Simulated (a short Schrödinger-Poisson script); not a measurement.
**MOS inversion layer, SiO2 on p-type Si(100)**

Structure: MOS inversion layer, SiO2 on p-type Si(100), at 200 K.

```csv
layer,material,thickness (nm),Na (cm⁻³)
1,SiO2,3.2,-
2,Si,1500,7.7e16
```

Constants are typed, rounded textbook-type inputs, not results; the design itself was drawn at random and stands for no fabricated device. SiO2: permittivity 3.9, conduction-band edge (eV) 3.15, gap (eV) 9, electron mass (mₑ) 0.5. Si: permittivity 11.7, conduction-band edge (eV) 0, gap (eV) 1.124, Nv at 300 K (cm⁻³) 3.1e19.

Channel valleys (confinement mass, in-plane density-of-states mass, number): Δ2 0.916, 0.19, 2; Δ4 0.19, 0.417, 4. At the gate the conduction-band edge of layer 1 lies 3.16 eV − eVg above the Fermi level of the channel; the field vanishes at the back. Gaps are held at their typed values at every temperature. Mesh 0.03 nm at interfaces.

From a short Schrödinger-Poisson script (our own, NumPy): 1D Poisson equation in equilibrium, electrons quantum, Hartree (BenDaniel-Duke, 12 states a valley, the channel's in-plane mass for all, wave functions free to enter the dielectric), parabolic valleys, classical holes, full ionisation, no traps, pinning or gate leakage.

| Vg (V) | electrons (cm⁻²) | C (μF/cm²) | Δ2 E0 (meV) | Δ2 E1 (meV) | Δ4 E0 (meV) | Δ4 E1 (meV) |
|---|---|---|---|---|---|---|
| 0 | 7.22e7 | 0.0801 | 194.2 | 229.3 | 222.1 | 280.7 |
| 0.15 | 8.66e10 | 0.447 | 70.9 | 108.4 | 100.6 | 162.4 |
| 0.3 | 7.16e11 | 0.809 | 31.9 | 74.3 | 65.5 | 130.7 |
| 0.45 | 1.51e12 | 0.877 | 16.3 | 63.7 | 53.8 | 121.8 |
| 0.6 | 2.34e12 | 0.907 | 6.0 | 58.0 | 47.1 | 117.5 |
| 0.75 | 3.20e12 | 0.925 | -2.1 | 54.2 | 42.4 | 114.9 |
| 0.9 | 4.07e12 | 0.937 | -8.8 | 51.5 | 38.7 | 113.1 |
| 1.05 | 4.95e12 | 0.946 | -14.8 | 49.3 | 35.5 | 111.7 |
| 1.2 | 5.84e12 | 0.953 | -20.3 | 47.6 | 32.8 | 110.7 |
| 1.35 | 6.73e12 | 0.958 | -25.4 | 46.1 | 30.3 | 109.9 |
| 1.5 | 7.63e12 | 0.963 | -30.2 | 44.8 | 28.0 | 109.3 |
| 1.65 | 8.54e12 | 0.967 | -34.8 | 43.7 | 25.9 | 108.8 |
| 1.8 | 9.45e12 | 0.970 | -39.2 | 42.7 | 23.9 | 108.3 |
| 1.95 | 1.04e13 | 0.973 | -43.5 | 41.8 | 21.9 | 108.0 |
| 2.1 | 1.13e13 | 0.976 | -47.6 | 41.1 | 20.1 | 107.8 |
| 2.25 | 1.22e13 | 0.979 | -51.6 | 40.4 | 18.3 | 107.6 |
| 2.4 | 1.31e13 | 0.981 | -55.5 | 39.8 | 16.6 | 107.5 |

Gate voltages with under 1e6 electrons/cm² are left out.

Subbands count from the Fermi level.
